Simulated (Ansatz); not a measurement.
Base system: MgO in the rock salt structure (space group Fm-3m, No. 225).

```
CELL_PARAMETERS angstrom
      0.00000     2.10379     2.10379
      2.10379     0.00000     2.10379
      2.10379     2.10379     0.00000
ATOMIC_POSITIONS crystal
  O  0.00000 0.00000 0.00000
  Mg 0.50000 0.50000 0.50000
```

Cartesian axes are those of the cell as printed.

All numbers come from Ansatz (a program for electronic structure) r2SCAN, scalar-relativistic without spin-orbit coupling, earlier PAW set.

Now apply this change: the cell is scaled by 0.9937 in all directions; the atoms relax in the strained cell.

Question: Predict the stress tensor and what it implies for the stiffness.

Answer: Stress of the strained cell less that of the base (GPa, compression positive):
```
   3.28    0.00    0.00
   0.00    3.28    0.00
   0.00    0.00    3.28
```

Then B = −ΔP/(ΔV/V₀) with ΔV/V₀ = -0.0188 gives secant stiffness values (nonlinear terms included at this strain): B ≈ 175 GPa.

Stability against distortions was not tested.
